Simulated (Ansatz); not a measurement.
## Pressure series in AlAs

Base system: AlAs in the zinc blende structure (space group F-43m, No. 216; a = 5.7284 Å).

Cell and atoms are relaxed at each pressure.

Computed with PBE in Ansatz (plane waves to 420 eV, PAW, no spin-orbit coupling).

```tsv
variant	smallest direct gap	density	band gap	gap character
base	1.78 eV	3.60 g/cm³	1.50 eV	indirect, Γ → X
pressure −2 GPa	–	3.49 g/cm³	1.53 eV	direct at Γ
pressure −1 GPa	1.66 eV	3.55 g/cm³	1.53 eV	indirect, Γ → X
pressure 1.8 GPa	1.97 eV	3.69 g/cm³	1.46 eV	indirect, Γ → X
pressure 4.2 GPa	2.21 eV	3.81 g/cm³	1.41 eV	indirect, Γ → X
pressure 9 GPa	2.63 eV	4.01 g/cm³	1.31 eV	indirect, Γ → X
pressure 18 GPa	3.26 eV	4.32 g/cm³	1.16 eV	indirect, Γ → X
pressure 30 GPa	3.68 eV	4.67 g/cm³	0.97 eV	indirect, Γ → X
pressure 45 GPa	3.68 eV	5.03 g/cm³	0.77 eV	indirect, Γ → X
pressure 60 GPa	3.67 eV	5.35 g/cm³	0.60 eV	indirect, Γ → X
```

Load acts through the strain it causes; cell and atoms are relaxed under it. Stability against distortions was not tested. Measured, AlAs leaves this structure (for the NiAs type) near 12 GPa (temperature not stated; as listed in Datta, Sujoy, Jana, Debnarayan, arXiv (2020)), on rising pressure, with hysteresis.

Ansatz is a first-principles code.
